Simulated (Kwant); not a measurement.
System: wire with a row of barriers in a Si two-dimensional gas. Effective mass 0.19 mₑ, grid spacing 3.3 nm, hard walls, nominal width 100 nm (31 grid rows, so walls 105.6 nm apart), one parabolic valley, scattering region 330 nm long along x; energies count from the band bottom; Fermi energy swept from 0.00015833 to 0.0018802 eV. 2 barrier(s) across the wire, height 0.0041 eV, thickness 13.2 nm (about 4 grid columns), spaced by 26.4 nm.

The device is made up for the run: typed textbook-type constants, with dimensions and the other settings drawn at random.

Kwant, effective-mass tight-binding model on a square grid, one spin, coherent transport at 0 K. Conductance is in e²/h.

Sweep values stay those of the base run.

The number of barriers was swept, all else fixed.

```csv
number of barriers,G (e²/h) at E = 0.5807 meV,G (e²/h) at E = 1.447 meV,G (e²/h) at E = 1.880 meV,G (e²/h) at E = 1.014 meV
1,0.043,0.23,0.36,0.12
2,0.00053,0.14,0.56,0.013
3,6.3e-6,0.96,0.17,0.0021
```

From the first row to the last the G at E = 0.5807 meV goes from 0.043 to 6.3e-6. From the first row to the last the G at E = 1.447 meV goes from 0.23 to 0.96.
